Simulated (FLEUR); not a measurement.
Worked example: self-consistent single point of LuGa5Co (P4/mmm, 7 atoms in the cell) in FLEUR.

Computed with PBEsol, all-electron FLAPW (FLEUR), scalar-relativistic valence in FLEUR.

The change in words: lattice scaled by 0.98. Reference geometry:
```
CELL_PARAMETERS angstrom
      4.20530     0.00000     0.00000
      0.00000     4.20530     0.00000
      0.00000     0.00000     6.75100
ATOMIC_POSITIONS crystal
  Lu 0.00000 0.00000 0.00000
  Ga 0.00000 0.50000 0.30773
  Ga 0.00000 0.50000 0.69227
  Ga 0.50000 0.00000 0.30773
  Ga 0.50000 0.00000 0.69227
  Ga 0.50000 0.50000 0.00000
  Co 0.00000 0.00000 0.50000
```

Reference input (self-consistent single point, DFT, PBEsol, all-electron FLAPW (FLEUR), scalar-relativistic valence): Kmax = 3.8 1/bohr; GmaxXC = 11.4 1/bohr; xcFunctional = PBEs; jspins = 1; l_soc = F; mode = hist; fermiSmearingEnergy = 0.00367493 Htr; mesh (inpgen div1-3) = 5 5 3; inpgen gamma flag = false; Gmax = 11.4 1/bohr; numbands = 0; maxIterBroyd = 25. This run's input differs from it in these lines:

```diff
@@ -6,3 +6,3 @@
 0.0000000000 0.0000000000 1.6053551471
-7.9468652719
+7.7879279665
 1.0 1.0 1.0
@@ -49,5 +49,5 @@
          <bravaisMatrix>
-            <row-1>    7.9468652719000001     0.0000000000000000     0.0000000000000000</row-1>
-            <row-2>    0.0000000000000000     7.9468652719000001     0.0000000000000000</row-2>
-            <row-3>    0.0000000000000000     0.0000000000000000    12.7575410675549072</row-3>
+            <row-1>    7.7879279664999999     0.0000000000000000     0.0000000000000000</row-1>
+            <row-2>    0.0000000000000000     7.7879279664999999     0.0000000000000000</row-2>
+            <row-3>    0.0000000000000000     0.0000000000000000    12.5023902462648113</row-3>
          </bravaisMatrix>
```

Output (repeated stretches shortened):

```
 Iteration:     1   Distance:      22.70803407 me/bohr^3
 Iteration:     2   Distance:      12.25008157 me/bohr^3
 Iteration:     3   Distance:       9.26174954 me/bohr^3
 Iteration:     4   Distance:      15.97369632 me/bohr^3
 Iteration:     5   Distance:       8.29625282 me/bohr^3
   [... 15 lines left out ...]
 Iteration:    21   Distance:       0.00023168 me/bohr^3
 Iteration:    22   Distance:       0.00006292 me/bohr^3
 Iteration:    23   Distance:       0.00009463 me/bohr^3
 Iteration:    24   Distance:       0.00000748 me/bohr^3
 Reset of history
 Run finished successfully
 Stop message:
   Structural relaxation: new displacements generated

[file out, last iteration]
             iter=     25
[...]
          total density-effective poten   -4.2832628874E+04
          total charge density-energy d   -7.2753983880E+02
 Updated energy parameters for spin:           1
[...]
 fermi energy and band-weighting factors:
   [... 7 lines left out ...]

[...]
FERMIE:
          first approx. to ef    (T=0)  :   0.332870 htr   (energy of the highest occ. eigenvalue)
          number of occ. states  (T=0)  :        627
          first approx. to seigv (T=0)  : -21.386087 htr
          sum of weights of occ. states :  52.546667
          sum of semicore charge        :   0.000000 e
FERHIS:  Fermi-Energy by histogram:
          bandgap                     :   0.007798 htr
   [... lines left out ...]
          charge neutrality (T=0)     :   0.093333    (zero if the highest occ. eigenvalue is "entirely" occupied)
     EF_NEWTON:  Adjust Fermi-Energy by Newton-Method.
 Direct bandgap for spin            1 :    8.8787678603994280E-003  Htr
 ---->    free energy=                    -25682.3651278064 htr
   [... lines left out ...]
 TOTAL FORCE FOR ATOM TYPE=  2  X=  0.000   Y=  3.894   Z=  3.847
                       FX_TOT= 0.000000 FY_TOT= 0.000000 FZ_TOT=-0.002586
 TOTAL FORCE FOR ATOM TYPE=  3  X=  3.894   Y=  3.894   Z=  0.000
                       FX_TOT= 0.000000 FY_TOT= 0.000000 FZ_TOT= 0.000000
 TOTAL FORCE FOR ATOM TYPE=  4  X=  0.000   Y=  0.000   Z=  6.251
                       FX_TOT= 0.000000 FY_TOT= 0.000000 FZ_TOT= 0.000000
```

The run converged in 24 iterations. FLEUR gives forces in its relaxation mode, with a further iteration, so its stop message speaks of a relaxation. Against the reference run the free energy falls by 16.2 meV/atom.

The starting cell comes from a database of computed structures (which also holds hypothetical and non-ambient phases and stackings), without a prior relaxation at this level. For this run, on top of that: lattice scaled by 0.98. Spin-orbit coupling is off. Spin polarisation is off. Values depend on the basis (sphere radii, cutoffs, local orbitals), which need not be converged. The log's line on a gap gives a spacing of levels on this mesh, which the program prints for metals too.

Cost on one core of a shared machine: roughly 2 min.
